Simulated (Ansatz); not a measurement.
The reference is LiTaO₃ (space group R3c, No. 161).

```xyz
10
Lattice="2.5959 1.4987 4.6407 -2.5959 1.4987 4.6407 0.0000 -2.9975 4.6407" Properties=species:S:1:pos:R:3 pbc="T T T"
Li     0.0000     0.0000     9.8243
Li     0.0000     0.0000     2.8633
Ta     0.0000     0.0000    13.7518
Ta     0.0000     0.0000     6.7908
O     -0.6322     1.4571     8.1503
O      1.5780    -0.1810     8.1503
O     -0.9457    -1.2761     8.1503
O      1.0179     1.3178     5.8299
O      0.6322    -1.5404     5.8299
O     -1.6502     0.2227     5.8299
```

Cartesian axes are those of the cell as printed.

Computed with Kohn–Sham DFT with the PBE functional, run in Ansatz (a quantum-chemistry and plane-wave program) with PAW and 420 eV plane waves, no spin-orbit coupling.

The change: tensile biaxial strain of 2.44 % in the plane normal to [001], as in epitaxy on a mismatched substrate; the out-of-plane cell vector and the atoms relax.

### Question
Estimate the effect on the energy relative to the base.

### Answer
The energy rises by 8.5 meV/atom.

### Question
How does this affect the out-of-plane strain?

### Answer
The out-of-plane strain amounts to -1.29 %.

Stability against distortions was not tested.
